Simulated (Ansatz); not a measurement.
Candidates (primitive cells; geometry: cell and atoms relaxed with PBEsol):
A. SrHfO₃ (Pm-3m), a = b = c = 4.1058 Å, α = β = γ = 90.00°
B. Cu₂O (Pn-3m), a = 4.2227 Å, b = 4.2227 Å, c = 4.2227 Å, α = 90.00°, β = 90.00°, γ = 90.00°
C. KTaO$_{3}$ (Pm-3m), a = b = c = 3.985 Å, α = β = γ = 90.00°
D. SnO$_{2}$ (P4_2/mnm), a = b = 4.769 Å, c = 3.212 Å, α = β = γ = 90.00°

Question: Put the candidates in order of band gap, lowest first, for PBEsol with spin-orbit coupling, rigid bands (Ansatz, a program for electronic structure).

Answer: B (0.47 eV), D (0.93 eV), C (2.00 eV), A (3.64 eV)

Formula and space group known from diffraction (Crystallography Open Database), not checked to be the room-temperature form: SrHfO3 (Pm-3m).
